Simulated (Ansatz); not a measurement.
**A computed series for hypothetical CsCl type BiB: response to strain**

Consider BiB in the CsCl type structure (space group Pm-3m, No. 221; a = 3.3585 Å; a hypothetical phase, not in the database extracts checked; relaxed with 0.1 eV smearing). Axes: x, y, z lie along the cube axes.

Strains are applied to the cell and any free atomic positions relax; under biaxial strain the out-of-plane vector relaxes too.

The values are results of DFT with PBE, PAW potentials and a 420 eV plane-wave cutoff in Ansatz (a program for electronic structure), scalar-relativistic without spin-orbit coupling, not measurements.

Notes on the quantities. pressure: mean of the normal stresses, compression positive; energy relative to the base: free energy F.

| change | volume per atom | pressure | energy relative to the base | space group |
|---|---|---|---|---|
| base | 18.94 Å³ | 0.0 GPa | 0 meV/atom | Pm-3m (No. 221) |
| biaxial strain −1.97 %, plane normal [001], relaxed out of plane | 18.52 Å³ | 1.8 GPa | [?] | P4/mmm (No. 123) |
| biaxial strain −1.10 %, plane normal [110], relaxed out of plane | 18.88 Å³ | 0.3 GPa | +0.7 meV/atom | Cmmm (No. 65) |
| biaxial strain +4.04 %, plane normal [111], relaxed out of plane | 19.32 Å³ | [?] | +4.6 meV/atom | R-3m (No. 166) |
| isotropic strain +2.62 % | 20.47 Å³ | -4.6 GPa | +24 meV/atom | Pm-3m (No. 221) |
| isotropic strain +3.99 % | 21.30 Å³ | [?] | +53 meV/atom | Pm-3m (No. 221) |
| uniaxial strain ε_xx = +4.49 % | 19.79 Å³ | -2.6 GPa | +12 meV/atom | P4/mmm (No. 123) |

What belongs in the blanks?


- biaxial strain −1.97 %, plane normal [001], relaxed out of plane, energy relative to the base: +6.0 meV/atom
- biaxial strain +4.04 %, plane normal [111], relaxed out of plane, pressure: -0.8 GPa
- isotropic strain +3.99 %, pressure: -6.4 GPa

No phonon test of stability was made. All final runs are without spin polarisation.
